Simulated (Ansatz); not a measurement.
Input:

```
Sn
1.0
    0.00000     3.23724     3.33436
    3.23724     0.00000     3.33436
    3.23724     3.23724     0.00000
Sn
2
Cartesian
  0.00000   0.00000   0.00000
  1.61862   1.61862   1.66718
```

No spin polarisation.

Level of theory: DFT with LDA, PAW potentials and a 420 eV plane-wave cutoff in Ansatz (an electronic-structure program), scalar-relativistic without spin-orbit coupling. Settings: 16×16×16 k-points, 0.1 eV Fermi–Dirac smearing.

### Question
Predict the stress, band gap and space group.

### Answer
The stress (xx, yy, zz, yz, xz, xy; compression positive) is (-0.9, -0.9, -1.9, 0.0, 0.0, 0.0) GPa and the band gap is zero. The space group comes out as I4_1/amd (No. 141).

The cells carry an imposed strain or load. No phonon test of stability was made. The cell was made from Sn in the diamond structure (space group Fd-3m, No. 227) by this change: uniaxial strain ε_zz = +3.00 %.
